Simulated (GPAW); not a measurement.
Worked example: self-consistent single point of Ba (Im-3m, 1 atom in the cell) in GPAW.

Level of theory: PBEsol, GPAW PAW datasets PBEsol (made by gpaw-setup) (plane waves; GPAW).

```xyz
1
Lattice="-2.5080 2.5080 2.5080 2.5080 -2.5080 2.5080 2.5080 2.5080 -2.5080" Properties=species:S:1:pos:R:3 pbc="T T T"
Ba     0.0000     0.0000     0.0000
```

Reference input (self-consistent single point, DFT PBE, plane waves, GPAW PAW datasets PBE (gpaw-data 1.0.1)): mode = pw; ecut = 600 eV; xc = PBE; kpts = 8 8 8; mesh shift (steps) = 0 0 0; occupations.name = methfessel-paxton; occupations.width = 0.1 eV; occupations.order = 0; nbands = -7; convergence.forces = 0.001 eV/Å; symmetry.symmorphic = false; symmetry.tolerance = 0.0005. This run's input differs from it in these lines:

```diff
@@ -12,3 +12,3 @@
 calc = GPAW(mode=PW(600),
-            xc='PBE',
+            xc='PBEsol',
             kpts={'size': (8, 8, 8), 'gamma': True},
```

Its files differ too (potentials: GPAW PAW datasets PBEsol (made by gpaw-setup)).

Output, abridged:

```
     iter     time        total  log10-change:
                         energy   eigst   dens  force
iter:   1 --:--:--    -2.069401
iter:   2 --:--:--    -2.251688   -0.92  -1.18
iter:   3 --:--:--    -2.188595   -1.94  -1.21
iter:   4 --:--:--    -2.103003   -2.13  -1.35
iter:   5 --:--:--    -2.102863   -3.79  -2.10
iter:   6 --:--:--    -2.102393c  -4.12  -2.16
iter:   7 --:--:--    -2.101418c  -4.49  -2.25
iter:   8 --:--:--    -2.101417c  -6.18  -3.36
iter:   9 --:--:--    -2.101423c  -6.63  -3.36
iter:  10 --:--:--    -2.101419c  -6.67  -3.60
iter:  11 --:--:--    -2.101419c  -8.45c -4.69c
iter:  12 --:--:--    -2.101419c  -8.08c -4.68c -23.11c
Converged after 12 iterations.

Dipole moment: (0.000000, 0.000000, -0.000000) |e|*Ang

Energy contributions relative to reference atoms: (reference = -221190.728027)

Kinetic:         -0.330095
Potential:       +2.130337
External:        +0.000000
XC:              -3.844472
Entropy (-ST):   -0.004516
Local:           -0.054931
SIC:             +0.000000
--------------------------
Free energy:     -2.103677
Extrapolated:    -2.101419

Showing only first 2 kpts
 Kpt  Band  Eigenvalues  Occupancy
  0     3     -8.90306    2.00000
  0     4      2.13926    2.00000
  0     5      6.71530    0.00000
  0     6      6.71530    0.00000

  1     3     -8.90348    2.00000
  1     4      2.42577    2.00000
  1     5      6.49018    0.00000
  1     6      6.56260    0.00000

Fermi level: 4.87834

No gap
No difference between direct/indirect transitions
Energy (eV): -2.101419

Forces in eV/Ang:
  0 Ba   -0.00000   -0.00000   -0.00000

Stress tensor:
     0.004311     0.000000    -0.000000
     0.000000     0.004311    -0.000000
    -0.000000    -0.000000     0.004311
Stress (GPa, Voigt): [ 0.6907  0.6907  0.6907 -0.     -0.      0.    ]
```

The run converged in 12 iterations. GPAW prints stress with tension positive. Against the reference run the pressure goes from 0.01 to -0.69 GPa.

The starting cell has typed, rounded lattice constants, without a prior relaxation at this level. Its lattice was rescaled by a random factor within 2.5 % of one.
